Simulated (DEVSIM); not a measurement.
System: Al/AlN/p-In0.53Ga0.47As capacitor, at 500 K.

```tsv
layer (left to right)	material	thickness (nm)	Na (cm⁻³)
1	AlN	21.0	-
2	In0.53Ga0.47As	3000	3.5e16
```

Metal gate on the left, work function 4.1 eV. Fixed charge at the semiconductor interface 1.7e10 cm⁻² (in units of +e); no interface traps.

The device is made up for the run: typed textbook-type constants, with dimensions and the other settings drawn at random. Values at 300 K; Nc and Nv go as T^1.5, mobilities as T to minus their exponent, the gap by Varshni's rule with the affinity fixed.

```csv
parameter,AlN,In0.53Ga0.47As
gap (eV),6.1,0.74
affinity (eV),1.9,4.51
permittivity,8.5,13.9
Nc (cm⁻³),-,2.1e17
Nv (cm⁻³),-,7.7e18
Varshni α (eV/K),-,0.00035
Varshni β (K),-,190
```

DEVSIM, 1D Poisson equation in equilibrium, Boltzmann statistics, complete ionisation; no quantum confinement or tunnelling. Metal contacts follow the ideal Schottky-Mott rule: no Fermi-level pinning, no interface dipoles.

Tabulate band edges, carrier densities and field at -0.6 V on the gate.

Energies count from the Fermi level of the right contact; mesh points crowd at the junctions.

```csv
x (μm),Ec (eV),Ev (eV),n (cm⁻³),p (cm⁻³),field (V/cm)
0.000,2.800,-3.300,< 1e2,< 1e2,43000
0.001469,2.806,-3.294,< 1e2,< 1e2,43000
0.004585,2.820,-3.280,< 1e2,< 1e2,43000
0.01085,2.847,-3.253,< 1e2,< 1e2,43000
0.01806,2.878,-3.222,< 1e2,< 1e2,43000
0.02031,2.888,-3.212,< 1e2,< 1e2,43000
0.02147,0.282,-0.395,6.4e14,1.7e15,29000
0.02482,0.292,-0.386,5.2e14,2.1e15,27000
0.03146,0.309,-0.369,3.5e14,3.2e15,24000
0.04604,0.340,-0.338,1.7e14,6.6e15,18000
0.08094,0.385,-0.293,6.0e13,1.8e16,8100
0.2067,0.412,-0.266,3.2e13,3.5e16,170
0.4557,0.412,-0.265,3.2e13,3.5e16,≈ 0
1.036,0.412,-0.265,3.2e13,3.5e16,≈ 0
2.285,0.412,-0.265,3.2e13,3.5e16,≈ 0
2.706,0.412,-0.265,3.2e13,3.5e16,≈ 0
2.887,0.412,-0.265,3.2e13,3.5e16,≈ 0
2.964,0.412,-0.265,3.2e13,3.5e16,≈ 0
3.003,0.412,-0.265,3.2e13,3.5e16,≈ 0
3.014,0.412,-0.265,3.2e13,3.5e16,≈ 0
3.019,0.412,-0.265,3.2e13,3.5e16,≈ 0
3.021,0.412,-0.265,3.2e13,3.5e16,≈ 0
```
